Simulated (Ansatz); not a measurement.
Functionals compared on a constructed model of the (111) surface of fcc Rh, a pseudomorphic layer of Au in the host's stacking (bottom of the slab: a bare face, its two planes held), in Ansatz (plane waves, PAW). The structure was relaxed with PBE; the other rows are single points on it. Cutoff 420 eV (500 eV for r2SCAN).

Model: 7-atom slab, 13.5 Å thick at the start with caps and adatoms (thin: gaps and levels are the slab's own), 16x16x1 mesh, Fermi-Dirac 0.1 eV, dipole correction, 2 atoms held, the rest relaxed; start symmetry kept, larger cells not searched; no spin, no spin-orbit, no U. In PBE it is, or lies within 0.01 eV a 1x1 cell of, the lowest of the 2 structures of its composition computed so far; subsurface sites and larger cells were not tried. These notes are the PBE run's.

| functional | work function of the top face (eV) | rough cost of the single point |
|---|---|---|
| PBE | 5.17 | – |
| RPBE | ? | about 19 core-seconds (a rough figure) |
| r2SCAN | 5.17 | around 40 core-seconds (rough) |

Problem. Fill in the missing entries.

Solution. 
- RPBE, work function of the top face (eV): 4.99

Ansatz is a quantum-chemistry and plane-wave program.
